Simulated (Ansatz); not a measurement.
## AlAs in the wurtzite structure (space group P6_3mc, No. 186; a model cell, its experimental status unchecked)

```yaml
crystal:
  lattice:
    - [4.00346, 0.00000, 0.00000]
    - [-2.00173, 3.46710, 0.00000]
    - [0.00000, 0.00000, 6.58077]
  atoms:
    - { symbol: Al, position: [0.66667, 0.33333, 0.99984] }
    - { symbol: Al, position: [0.33333, 0.66667, 0.49984] }
    - { symbol: As, position: [0.66667, 0.33333, 0.62536] }
    - { symbol: As, position: [0.33333, 0.66667, 0.12536] }
```

The values are results of PBEsol in Ansatz (plane waves to 420 eV, PAW, no spin-orbit coupling), not measurements. Settings: 10×10×5 k-points, 0.05 eV Fermi–Dirac smearing.

| Property | Value |
|---|---|
| Volume per atom | 22.84 Å³ |
| Density | 3.70 g/cm³ |
| Band gap | 1.64 eV, indirect, Γ → L–M (20 % along) |
| Total energy | -2669.217 eV/atom (σ→0; compares only within this code and set-up) |

Whether these cells are dynamically stable was not tested. This is not the structure that AlAs has at room temperature and ambient pressure.

Ansatz is a first-principles code.
